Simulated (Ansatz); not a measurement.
**What biaxial strain +0.46 %, plane normal [001], relaxed out of plane does to hypothetical rock salt WGe**

Consider WGe in the rock salt structure (space group Fm-3m, No. 225; a = 5.1229 Å; a hypothetical phase, not in the database extracts checked; relaxed with 0.1 eV smearing). Axes: x, y, z lie along the cube axes.

Perturbation: tensile biaxial strain of 0.46 % in the plane normal to [001], as in epitaxy on a mismatched substrate; the out-of-plane cell vector and the atoms relax.

Method: r2SCAN, PAW, 500 eV (Ansatz, an electronic-structure program; scalar-relativistic without spin-orbit coupling). Γ-centred 19×19×19 mesh, Fermi–Dirac width 0.1 eV.

- Volume per atom = 16.93 Å³ (base 16.81 Å³)
- Space group = I4/mmm (No. 139) (base Fm-3m (No. 225))
- Shortest interatomic distance = 2.558 Å (base 2.561 Å)
- Energy relative to the base (free energy F) = +1.0 meV/atom
- Pressure (mean of the normal stresses, compression positive) = -1.4 GPa (base 0.0 GPa)
- Band gap = zero (base zero)
- Out-of-plane strain = -0.15 %
- Mean in-plane stress (compression positive) = -2.1 GPa

No phonon test of stability was made. The final runs are not spin-polarised. WGe has a high density of states at the Fermi level and may be magnetic at this level.
